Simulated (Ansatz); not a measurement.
A self-consistent single point of AgAu (P4/mmm, 2 atoms in the cell) with Ansatz (a program for electronic structure).

Method: PBE, norm-conserving files (source: ansatz) (plane waves; Ansatz).

```xyz
2
Lattice="2.9755 0.0000 0.0000 0.0000 2.9755 0.0000 0.0000 0.0000 3.9001" Properties=species:S:1:pos:R:3 pbc="T T T"
Ag     1.4878     1.4878     1.9500
Au     0.0000     0.0000     0.0000
```

Reference input (self-consistent single point, DFT, PBE, plane waves, default PAW files): kpoints.mp_grid.grid = 11 11 9; hamiltonian.xc = pbe; hamiltonian.pseudopotentials = {kind: paw} (the program's default PAW files); scf.occupations.method = fermi_dirac; scf.occupations.width = 0.0073 Ry. This run's input differs from it in these lines:

Ansatz 0.2 input:
```diff
@@ -13,3 +13,3 @@
   xc: pbe
-  pseudopotentials: { kind: paw }
+  pseudopotentials: { kind: nc, source: ansatz }
 scf:
```

Output (repeated stretches shortened):

```
SCF iter   1: F=—  HF=-8245.293793 eV  |F-HF|=—  |Δ(HF+E_count)|=         —  Δρ=1.49e-1  dr2=1.15e1  ethr=3.10e-3  ⟨swp⟩=7.2  Hψ=11588  notcnv=0
all-band conjugate gradients solve this SCF's bands
preconditioner: auto → Kerker (q_TF=auto, 2.772 Å⁻¹)
SCF iter   2: F=—  HF=-8242.946749 eV  |F-HF|=—  |Δ(HF+E_count)|=    2.35e0  Δρ=3.40e-2  dr2=7.59e-1  ethr=3.10e-3  ⟨swp⟩=3.8  Hψ=6014  notcnv=0  defer=1
   [... lines left out ...]
SCF iter   6: F=—  HF=-8242.750586 eV  |F-HF|=—  |Δ(HF+E_count)|=   1.56e-4  Δρ=4.75e-4  dr2=5.81e-5  ethr=1.89e-6  ⟨swp⟩=2.0  Hψ=3542  notcnv=0  defer=2
SCF iter   7: F=—  HF=-8242.750556 eV  |F-HF|=—  |Δ(HF+E_count)|=   2.93e-5  Δρ=1.42e-4  dr2=6.37e-6  ethr=1.53e-7  ⟨swp⟩=2.0  Hψ=3962  notcnv=0  defer=2
SCF iter   8: F=—  HF=-8242.750555 eV  |F-HF|=—  |Δ(HF+E_count)|=   1.23e-6  Δρ=2.64e-5  dr2=1.87e-7  ethr=1.68e-8  ⟨swp⟩=2.2  Hψ=4049  notcnv=0  defer=2
SCF iter   9: F=-8242.750555 eV  HF=-8242.750555 eV  |F-HF|=1.82e-9  |Δ(HF+E_count)|=   7.61e-8  Δρ=4.33e-6  dr2=3.85e-9  ethr=2.63e-10  ⟨swp⟩=9.5  Hψ=13336  notcnv=0
SCF 1 converged in 9 iterations: F = -8242.750555 eV  dr2 = 3.85e-9
Free energy (F): -8242.750555 eV
Internal energy: -8242.732530 eV  (E = F + TS)
E sigma→0 (E₀):  -8242.741542 eV
Entropy (-TS):   -0.018025 eV (-9.013 meV/atom)
Fermi energy:    18.778435 eV
--- Forces (eV/Å), atoms counted from 1 ---
  atom   1  Ag     0.00000000     0.00000000     0.00000000
  atom   2  Au     0.00000000    -0.00000000     0.00000000
--- Stress (GPa, compression-positive) ---
        3.354899       0.000000       0.000000
        0.000000       3.354899       0.000000
        0.000000       0.000000       6.374164
  P = ⅓ Tr σ = 4.3613 GPa (43.613 kbar)
  The stress holds the Pulay correction. Without it, at fixed plane waves, as pw.x and ABINIT print it: P = 4.3238 GPa
```

The run converged in 9 iterations. Against the reference run the pressure hardly changes (4.32 to 4.36 GPa). The full log also holds: “WARN basis.ecutwfc = 1034.032677 eV, the default”.

The starting cell was generated: these elements placed on a structure prototype, without a prior relaxation; it need not be a known phase or ordering of this composition. Its lattice was rescaled by a random factor within 2.5 % of one. With a pressure of about 4 GPa the cell is away from its equilibrium volume at this level. Ansatz's pressure includes its estimate of the finite-basis (Pulay) stress.
